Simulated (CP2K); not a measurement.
A user runs CP2K on LaP₇ (P2_1/c, 32 atoms in the cell) and asks whether the run is sound. The aim is a self-consistent single point with DFT LDA (Pade form), GPW, DZVP-MOLOPT-SR-GTH basis, GTH-PADE potentials (GTH_POTENTIALS).

Cell that was meant: a = 7.0407 Å, b = 11.7472 Å, c = 10.3289 Å, α = 90.00°, β = 129.55°, γ = 90.00°.

Part of the input:

```
      SCF_GUESS ATOMIC
      EPS_SCF 1E-6
      MAX_SCF 100
      ADDED_MOS 30
      &DIAGONALIZATION
        ALGORITHM STANDARD
      &END DIAGONALIZATION
[...]
      P        0.68285000     0.68864000     0.47079000
      P        0.68285000     0.81136000     0.97079000
      P        0.31715000     0.18864000     0.02921000
      P        0.69786500     0.37846200     0.93134800
    &END COORD
    &KIND La
      BASIS_SET DZVP-MOLOPT-SR-GTH-q11
```

The program printed (abridged):

```
 GLOBAL| Method name                                                        CP2K
   [... lines left out ...]
                        No outer SCF

 Extrapolation method: initial_guess

 Number of electrons:                                                        189
 Number of occupied orbitals:                                                 95
 Number of molecular orbitals:                                               125

 Number of orbital functions:                                                481
 Number of independent orbital functions:                                    481
 SCF WAVEFUNCTION OPTIMIZATION

  Step     Update method      Time    Convergence         Total energy    Change
     1 NoMix/Diag. 0.30E+00      -    19.89113957      -309.7652414321 -3.10E+02
     2 Broy./Diag. 0.30E+00      -    12.66612572      -299.3958987156  1.04E+01
     3 Broy./Diag. 0.30E+00      -     1.26046881      -307.2981536223 -7.90E+00
     4 Broy./Diag. 0.30E+00      -     0.49505893      -305.6592132565  1.64E+00
     5 Broy./Diag. 0.30E+00      -     0.25271195      -306.0363446149 -3.77E-01
     6 Broy./Diag. 0.30E+00      -     0.21785546      -305.9958993952  4.04E-02
   [... lines left out ...]
    11 Broy./Diag. 0.30E+00      -     0.00033030      -305.9431311095  3.85E-04
    12 Broy./Diag. 0.30E+00      -     0.00014209      -305.9429832069  1.48E-04
    13 Broy./Diag. 0.30E+00      -     0.00008284      -305.9431547330 -1.72E-04
    14 Broy./Diag. 0.30E+00      -     0.00001189      -305.9432043746 -4.96E-05
    15 Broy./Diag. 0.30E+00      -     0.00000752      -305.9432342378 -2.99E-05
    16 Broy./Diag. 0.30E+00      -     0.00000190      -305.9432400650 -5.83E-06
    17 Broy./Diag. 0.30E+00      -     0.00000023      -305.9432405187 -4.54E-07
  *** SCF run converged in    17 steps ***

  Overlap energy of the core charge distribution:               3.18128525879592
  Self energy of the core charge distribution:               -730.82845217679858
  Core Hamiltonian energy:                                    158.03682166656029
  Hartree energy:                                             330.69439461740490
  Exchange-correlation energy:                                -67.02704405263145
  Electronic entropic energy:                                  -0.00024583202203
  Fermi energy:                                                 0.26643317714536

  Total energy:                                              -305.94324051872849
  Total energy (extrapolated to T->0):                       -305.94311760271745

   [... lines left out ...]
 STRESS|                        x                   y                   z
 STRESS|      x        2.38787851664E+04   2.60784032779E+05  -8.18598948372E+04
 STRESS|      y        2.60784032779E+05   1.38602903765E+06  -4.40354709411E+05
 STRESS|      z       -8.18598948372E+04  -4.40354709411E+05   1.20206129348E+05
 STRESS| 1/3 Trace                                             5.10037984053E+05
```

### Question
Is anything amiss in this input, and did it matter?

### Answer
The run is not sound. The fault is one atom entered twice. Two nuclei at or near one point give a huge ion-ion repulsion and overlapping cores, and the electron count is too high as well. To fix it, remove the duplicate atom. The run converged in 17 iterations without an error; against the sound input the pressure goes from -2.89 to 51.00 GPa, the largest force goes from 0.284 to 1288 eV/Å and no clean gap remains on the mesh (levels overlap or are partly filled), against 1.00 eV before.

The sound input it was made from differs as follows (other fixes are possible):
```diff
-      ADDED_MOS 30
+      ADDED_MOS 29
-      P        0.69786500     0.37846200     0.93134800
```

With that input, the run converged in 13 iterations: free energy E − TS -8512.5516 eV; top of the valence band (on the code's own zero) 6.40 eV; gap on the k-point mesh 1.00 eV; pressure -2.89 GPa; largest force (vector length) 0.284 eV/Å (DFT LDA (Pade form), GPW, DZVP-MOLOPT-SR-GTH basis, GTH-PADE potentials (GTH_POTENTIALS)).

On the sound input: the starting cell comes from a database of computed structures (which also holds hypothetical and non-ambient phases and stackings), without a prior relaxation at this level. Values carry the incompleteness of an atom-centred basis.
